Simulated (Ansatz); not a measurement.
Results of r²SCAN (PAW; Ansatz, a program for electronic structure) for CdTe (within 0.1 Å of P6₄22, No. 181, 6 atoms in the cell; start mp-1492; a measured phase of this formula has another space group).

Run with plane-wave cutoff 560 eV, 18×18×6 k mesh (along the axes of the cell as run), Fermi–Dirac smearing 0.05 eV, scalar-relativistic PAW data made under PBE.

Cell (relaxed at this level):

```yaml
crystal:
  lattice:
    - [4.56114, 0.00000, 0.00000]
    - [-2.28057, 3.95007, 0.00000]
    - [0.00000, 0.00000, 10.46865]
  atoms:
    - { symbol: Cd, position: [0.00000, 0.50044, 0.66667] }
    - { symbol: Cd, position: [0.49956, 0.49956, 0.00000] }
    - { symbol: Cd, position: [0.50044, 0.00000, 0.33333] }
    - { symbol: Te, position: [0.00000, 0.50005, 0.16667] }
    - { symbol: Te, position: [0.49995, 0.49995, 0.50000] }
    - { symbol: Te, position: [0.50005, 0.00000, 0.83333] }
```

Q: Give the computed band gap and bulk modulus.

A: 
band gap: 0.60 eV (on the SCF k mesh)
bulk modulus: 45.0 GPa

Note: the bulk modulus is −V dP/dV from two relaxed cells at ±2 % in volume.

Spin–orbit coupling is not included; with these elements it can move the gap by several tenths of an eV or more.

The computed numbers hold no vibrational or temperature effects.

Computing time: about 17 core-minutes (a rough figure).

A start named mp-… is a Materials Project structure, which need not be a measured phase.
